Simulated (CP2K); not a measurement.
Band structure of MgCd₂ (Cmcm, 6 atoms in the cell).

```yaml
crystal:
  lattice:
    - [8.21500, 0.00000, 0.00000]
    - [-7.55942, 3.21580, 0.00000]
    - [0.00000, 0.00000, 5.14202]
  atoms:
    - { symbol: Mg, position: [0.11010, 0.88990, 0.25000] }
    - { symbol: Mg, position: [0.88990, 0.11010, 0.75000] }
    - { symbol: Cd, position: [0.44529, 0.55471, 0.25000] }
    - { symbol: Cd, position: [0.55471, 0.44529, 0.75000] }
    - { symbol: Cd, position: [0.77796, 0.22204, 0.25000] }
    - { symbol: Cd, position: [0.22204, 0.77796, 0.75000] }
```

Level of theory: PBEsol, GPW, DZVP-MOLOPT-SR-GTH basis, GTH-PBE potentials (GTH_POTENTIALS) (CP2K).

Settings: CUTOFF = 1000 Ry; REL_CUTOFF = 40 Ry; SMEAR/METHOD = FERMI_DIRAC; ELECTRONIC_TEMPERATURE = 1160.45 K; KPOINTS/SCHEME = MONKHORST-PACK 5 5 3; XC_FUNCTIONAL = PBE:PBESOL; Mg/BASIS_SET = DZVP-MOLOPT-SR-GTH-q10; Mg/POTENTIAL = GTH-PBE-q10; Cd/BASIS_SET = DZVP-MOLOPT-SR-GTH-q12; Cd/POTENTIAL = GTH-PBE-q12; METHOD = GPW; EPS_DEFAULT = 1e-10; EXTRAPOLATION = USE_GUESS; NGRIDS = 5.

The starting cell comes from a database of computed structures (which also holds hypothetical and non-ambient phases and stackings), without a prior relaxation at this level. Its lattice was rescaled by a random factor within 2.5 % of one. Values carry the incompleteness of an atom-centred basis. The potentials were made for another functional than the one used.

Levels in eV from the Fermi level, bands 31 to 36:
```json
[
 {"point": "Γ", "31": "-5.32", "32": "-2.03", "33": "-1.07", "34": "0.54", "35": "0.69", "36": "0.79"},
 {"point": "X", "31": "-3.62", "32": "-1.45", "33": "-0.94", "34": "1.10", "35": "1.55", "36": "1.81"},
 {"point": "S", "31": "-2.68", "32": "-2.62", "33": "-0.20", "34": "0.05", "35": "1.79", "36": "2.16"},
 {"point": "R", "31": "-2.27", "32": "-2.27", "33": "-1.57", "34": "-1.57", "35": "-0.50", "36": "-0.50"},
 {"point": "A", "31": "-2.23", "32": "-2.23", "33": "-1.97", "34": "-1.97", "35": "0.19", "36": "0.19"},
 {"point": "Z", "31": "-4.14", "32": "-4.14", "33": "-3.50", "34": "-3.50", "35": "3.70", "36": "3.70"},
 {"point": "Y", "31": "-2.35", "32": "-2.23", "33": "-1.25", "34": "-1.22", "35": "-0.60", "36": "-0.48"},
 {"point": "X1", "31": "-3.62", "32": "-1.45", "33": "-0.94", "34": "1.10", "35": "1.55", "36": "1.81"},
 {"point": "A1", "31": "-2.23", "32": "-2.23", "33": "-1.97", "34": "-1.97", "35": "0.19", "36": "0.19"},
 {"point": "T", "31": "-5.64", "32": "-5.64", "33": "-1.21", "34": "-1.21", "35": "0.15", "36": "0.15"}
]
```

Bands cross the Fermi level along this path, so the cell is metallic at this level.

Higher empty bands are left out: an atom-centred basis made for the valence describes them poorly.
